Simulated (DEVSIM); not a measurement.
Device: TaN/SiO2/n-Si capacitor, at 300 K.

```csv
layer (left to right),material,thickness (nm),Nd (cm⁻³)
1,SiO2,4.60,-
2,Si,4400,1.7e15
```

Metal gate on the left, work function 4.4 eV. Fixed charge at the semiconductor interface 0 cm⁻² (in units of +e); no interface traps.

This is a model device: material constants are rounded textbook-type values typed into the input, and sizes, dopings and lifetimes were drawn at random. Values at 300 K.

```
parameter      SiO2       Si
-------------  ----  -------
gap (eV)          9    1.124
affinity (eV)   0.9     4.05
permittivity    3.9     11.7
Nc (cm⁻³)         -  2.86e19
Nv (cm⁻³)         -   3.1e19
```

Model (solved in DEVSIM): 1D Poisson equation in equilibrium, Boltzmann statistics, complete ionisation; no quantum confinement or tunnelling. Metal contacts follow the ideal Schottky-Mott rule: no Fermi-level pinning, no interface dipoles.

Q: Tabulate band edges, carrier densities and field at -0.4 V on the gate.

A: Energies count from the Fermi level of the right contact; mesh points crowd at the junctions.

| x (μm) | Ec (eV) | Ev (eV) | n (cm⁻³) | p (cm⁻³) | field (V/cm) |
|---|---|---|---|---|---|
| 0.000 | 3.900 | -5.100 | < 1e2 | < 1e2 | -46000 |
| 0.001108 | 3.895 | -5.105 | < 1e2 | < 1e2 | -46000 |
| 0.002671 | 3.888 | -5.112 | < 1e2 | < 1e2 | -46000 |
| 0.004036 | 3.881 | -5.119 | < 1e2 | < 1e2 | -46000 |
| 0.005504 | 0.727 | -0.397 | 1.7e7 | 6.7e12 | -15000 |
| 0.007940 | 0.724 | -0.400 | 2.0e7 | 5.8e12 | -15000 |
| 0.01325 | 0.716 | -0.408 | 2.7e7 | 4.3e12 | -15000 |
| 0.03149 | 0.688 | -0.436 | 7.8e7 | 1.5e12 | -15000 |
| 0.06459 | 0.641 | -0.483 | 4.9e8 | 2.4e11 | -14000 |
| 0.1367 | 0.548 | -0.576 | 1.8e10 | 6.6e9 | -12000 |
| 0.2940 | 0.393 | -0.731 | 7.2e12 | 1.6e7 | -7800 |
| 0.8065 | 0.253 | -0.871 | 1.6e15 | 74000 | -190 |
| 1.754 | 0.252 | -0.872 | 1.7e15 | 68000 | ≈ 0 |
| 3.126 | 0.252 | -0.872 | 1.7e15 | 68000 | ≈ 0 |
| 3.958 | 0.252 | -0.872 | 1.7e15 | 68000 | ≈ 0 |
| 4.200 | 0.252 | -0.872 | 1.7e15 | 68000 | ≈ 0 |
| 4.311 | 0.252 | -0.872 | 1.7e15 | 68000 | ≈ 0 |
| 4.362 | 0.252 | -0.872 | 1.7e15 | 68000 | ≈ 0 |
| 4.390 | 0.252 | -0.872 | 1.7e15 | 68000 | ≈ 0 |
| 4.399 | 0.252 | -0.872 | 1.7e15 | 68000 | ≈ 0 |
| 4.402 | 0.252 | -0.872 | 1.7e15 | 68000 | ≈ 0 |
| 4.405 | 0.252 | -0.872 | 1.7e15 | 68000 | ≈ 0 |
